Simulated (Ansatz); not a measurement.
Base system: ZnS in the zinc blende structure (space group F-43m, No. 216; a = 5.297 Å).

Structures relaxed with LDA in Ansatz (plane waves to 420 eV, PAW, scalar-relativistic without spin-orbit coupling).

Base:

Simulated powder pattern, Mo Kα, λ = 0.71073 Å (kinematic, ideal powder, no thermal factors, no anomalous dispersion; the 8 strongest lines at most, above 2 %, up to 2θ = 40°):

| 2θ (°) | I/Imax (%) | hkl |
|---|---|---|
| 13.35 | 100 | (111) |
| 15.42 | 12 | (200) |
| 21.88 | 67 | (220) |
| 25.71 | 47 | (311) |
| 31.13 | 11 | (400) |
| 34.01 | 19 | (331) |
| 34.92 | 4.1 | (420) |
| 38.38 | 21 | (422) |

It is then changed as follows: the cell is scaled by 1.0200 in all directions, atoms relaxed at fixed cell.

After the change:

Simulated powder pattern, Mo Kα, λ = 0.71073 Å (kinematic, ideal powder, no thermal factors, no anomalous dispersion; the 8 strongest lines at most, above 2 %, up to 2θ = 40°):

```tsv
2θ (°)	d (Å)	I/Imax (%)	hkl
13.08	3.119	100	(111)
15.12	2.701	12	(200)
21.44	1.910	68	(220)
25.20	1.629	48	(311)
30.51	1.351	11	(400)
33.32	1.239	19	(331)
37.60	1.103	22	(422)
39.97	1.040	13	(511)
```

The indices refer to the base's conventional cell; one index is shown for lines that coincide.

The cells carry an imposed strain or load. Stability against distortions was not tested.

Ansatz is a program for electronic structure.
